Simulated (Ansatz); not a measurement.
## KF: isotropic strain +2.50 %

Consider KF in the rock salt structure (space group Fm-3m, No. 225; a = 5.421 Å).

Now apply this change: an isotropic linear strain of +2.50 %; the atoms relax in the strained cell.

Computed with PBE/PAW in Ansatz (a program for electronic structure), spin-orbit coupling left out. k-mesh 11×11×11 (Γ-centred); smearing 0.05 eV (Fermi–Dirac).

- Space group = Fm-3m (No. 225) (base Fm-3m (No. 225))
- Shortest interatomic distance = 2.778 Å (base 2.710 Å)
- Energy relative to the base (free energy F) = +9.2 meV/atom
- Pressure = -18.0 kbar (base 0.0 kbar)
- Band gap = 5.61 eV (base 5.96 eV)
- Gap character = direct at Γ (base direct at Γ)
- Mean gap deformation potential ΔEg/Δln V = -4.8 eV
- Width of the top valence band = 0.26 eV (base 0.31 eV)
- Electron mass = 0.56 mₑ (at Γ) (base 0.55 mₑ (at Γ))

Final structure:

```yaml
crystal:
  lattice:
    - [0.00000, 2.77813, 2.77813]
    - [2.77813, 0.00000, 2.77813]
    - [2.77813, 2.77813, 0.00000]
  atoms:
    - { symbol: K, position: [0.00000, 0.00000, 0.00000] }
    - { symbol: F, position: [0.50000, 0.50000, 0.50000] }
```

Cost of the whole job for the changed cell (relaxation, final SCF and bands): around 5 core-seconds (rough).

Masses are band curvatures over ±0.01 Å⁻¹ around the edge. Whether these cells are dynamically stable was not tested.
